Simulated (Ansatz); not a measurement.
LiCl (P6₃mc, No. 186, 4 atoms in the cell; start mp-1185319; a measured phase of this formula has another space group)

Method: LDA (PAW; Ansatz, a program for electronic structure).

Run with plane-wave cutoff 520 eV, 12×12×6 k mesh (along the axes of the cell as run), Fermi–Dirac smearing 0.01 eV, scalar-relativistic PAW data made under PBE.

Cell (relaxed with PBEsol):

```cif
data_Cl2Li2
_chemical_formula_sum 'Li2 Cl2'
_space_group_name_H-M_alt 'P63mc'
_space_group_IT_number 186
_space_group_name_Hall 'P 6c -2c'
_cell_length_a 3.88215
_cell_length_b 3.88215
_cell_length_c 6.17545
_cell_angle_alpha 90.000
_cell_angle_beta 90.000
_cell_angle_gamma 120.000
loop_
_atom_site_label
_atom_site_type_symbol
_atom_site_symmetry_multiplicity
_atom_site_Wyckoff_symbol
_atom_site_fract_x
_atom_site_fract_y
_atom_site_fract_z
_atom_site_occupancy
Li1 Li 2 b 0.33333 0.66667 0.37874 1
Cl1 Cl 2 b 0.66667 0.33333 0.49626 1
```

For LiCl (P6₃mc, No. 186, 4 atoms in the cell; start mp-1185319; a measured phase of this formula has another space group), the band gap comes out as 5.63 eV (direct).

Note: cell and atoms aren't relaxed at this level (pressure -1.7 GPa).

Static lattice: no zero-point or thermal effects.

A start named mp-… is a Materials Project structure, which need not be a measured phase.
